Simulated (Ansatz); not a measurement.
Habitual settings against a tight run: Zr₂InCo₂ (P4/mbm, 10 atoms in the cell)

Self-consistent single point.

```
Zr2InCo2
1.0
    7.07989     0.00000     0.00000
    0.00000     7.07989     0.00000
    0.00000     0.00000     3.30602
Zr In Co
4 2 4
Direct
  0.67251   0.17251   0.50000
  0.32749   0.82749   0.50000
  0.82749   0.67251   0.50000
  0.17251   0.32749   0.50000
  0.00000   0.00000   0.00000
  0.50000   0.50000   0.00000
  0.38279   0.11721   0.00000
  0.61721   0.88279   0.00000
  0.88279   0.38279   0.00000
  0.11721   0.61721   0.00000
```
Moments meant for the start (each program seeds them in its own way; μB, in the order of the atoms Zr Zr Zr Zr In In Co Co Co Co): 0.0 0.0 0.0 0.0 0.0 0.0 3.0 3.0 3.0 3.0.

Method of the run: LDA (PW92), default PAW files made with PBE (plane waves; Ansatz, an electronic-structure program).

Base settings: basis.ecutwfc = 420 eV; kpoints.mp_grid.grid = 3 3 7; hamiltonian.xc = lda; hamiltonian.pseudopotentials = {kind: paw} (the program's default PAW files); magnetization.spin_polarized = true; scf.occupations.method = cold; scf.occupations.width = 0.2 eV.

Tight run (finer mesh or higher cutoff; not a proven limit): basis.ecutwfc: 420 eV → 590 eV; kpoints.mp_grid.grid: 3 3 7 → 5 5 10; scf.convergence.dr2_threshold: default (1e-07 eV) → 1e-09 eV. It gave Fermi level (on the code's own zero) 15.79 eV; pressure -5.00 GPa; largest force (vector length) 0.568 eV/Å; size of the cell's spin moment 0.00 μB.

Quick runs, as changes from the base:
- A: the base itself
- B: basis.ecutwfc: 420 eV → 210 eV; kpoints.mp_grid.grid: 3 3 7 → 2 2 2; scf.convergence.dr2_threshold: default (1e-07 eV) → 0.001 eV
- C: basis.ecutwfc: 420 eV → 335 eV; kpoints.mp_grid.grid: 3 3 7 → 2 2 2; kpoints.mp_grid.shift: default → 0.5 0.5 0.5
- D: basis.ecutwfc: 420 eV → 250 eV; kpoints.mp_grid.grid: 3 3 7 → 6 6 6; scf.convergence.dr2_threshold: default (1e-07 eV) → 0.0001 eV
- E: kpoints.mp_grid.grid: 3 3 7 → 4 4 4
- F: basis.ecutwfc: 420 eV → 250 eV; kpoints.mp_grid.grid: 3 3 7 → 3 3 3; scf.occupations.method: cold → gaussian; scf.convergence.dr2_threshold: default (1e-07 eV) → 0.001 eV

Energies are extrapolated to zero smearing width, which holds to low order in the width alone.

Dashes: time of B, C, F, under 30 s.

The count of work is k-points × plane waves × bands × iterations; it is no time. Core times come from one kind of shared machine and are given to one figure; runs under 30 s give none.

Pressures in the table are Ansatz's without its Pulay estimate, at a fixed set of plane waves; the tight run's value above holds the estimate.

The starting cell comes from a database of computed structures (which also holds hypothetical and non-ambient phases and stackings), without a prior relaxation at this level. Its lattice was rescaled by a random factor within 2.5 % of one. The starting moments vanished: the run ended non-magnetic, which need not be the lowest state. The program warned that a starting moment was not kept. In the base run, with a pressure of about -5 GPa the cell is away from its equilibrium volume at this level.

```
run  energy less tight (meV/atom)  pressure less tight (GPa)  largest miss in a force vector (eV/Å)  size of the net moment less tight (μB/atom)  count of work / tight  core time / tight (rough)
---  ----------------------------  -------------------------  -------------------------------------  -------------------------------------------  ---------------------  -------------------------
A                            -1.1                      -0.09                                  0.067                                         0.00                   0.20                        0.3
B                          7624.9                    -348.23                                  1.749                                         0.00                  0.027                          –
C                            77.0                      -5.05                                  0.345                                         0.06                  0.029                          –
D                          1887.9                    -109.79                                  0.173                                         0.00                   0.28                        0.4
E                            21.2                       0.03                                  0.083                                         0.00                   0.26                        0.4
F                          1834.6                    -109.33                                  0.309                                         0.00                  0.026                          –
```

Among the runs at the tight run's level, the energy misses run from 1.1 to 7624.9 meV/atom.

Keys are those of Ansatz 0.2.
